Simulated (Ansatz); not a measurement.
Start from ZrO2 in the fluorite structure (space group Fm-3m, No. 225; a = 5.116 Å).

(Cell as relaxed with PBE.)

Levels (all Ansatz, an electronic-structure program, PAW): PBE (420 eV, without spin-orbit coupling); r2SCAN (500 eV, without spin-orbit coupling).

Each level relaxes its own structure.

```json
[
 {"base": "volume per atom", "PBE": "11.16 Å³", "r2SCAN": "10.98 Å³"},
 {"base": "lattice parameter a", "PBE": "5.116 Å", "r2SCAN": "5.089 Å"},
 {"base": "band gap", "PBE": "3.32 eV", "r2SCAN": "3.89 eV"}
]
```

One thing is altered: cell and atoms relaxed at a pressure of 5 GPa.

```csv
quantity,PBE,r2SCAN
mean gap deformation potential ΔEg/Δln V,-2.8 eV,…
"electron mass (degenerate bands, along [100])","0.49, 2.1 mₑ (at Γ)",…
lattice parameter a,5.081 Å,…
```

Problem. Given the PBE results, estimate those of r2SCAN.

Solution. 
- mean gap deformation potential ΔEg/Δln V, r2SCAN: -3.1 eV
- electron mass (degenerate bands, along [100]), r2SCAN: 0.52, 2.0 mₑ (at Γ)
- lattice parameter a, r2SCAN: 5.058 Å

PBE's lattice parameter a lies 0.0237 Å above r2SCAN's (0.5 %). Neither level is exact; r2SCAN is the comparison here, not a measurement.

Load acts through the strain it causes; cell and atoms are relaxed under it. Masses are band curvatures over ±0.01 Å⁻¹ around the edge. Whether these cells are dynamically stable was not tested. No other phases were tried under pressure. This is not the structure that ZrO2 has at room temperature and ambient pressure.
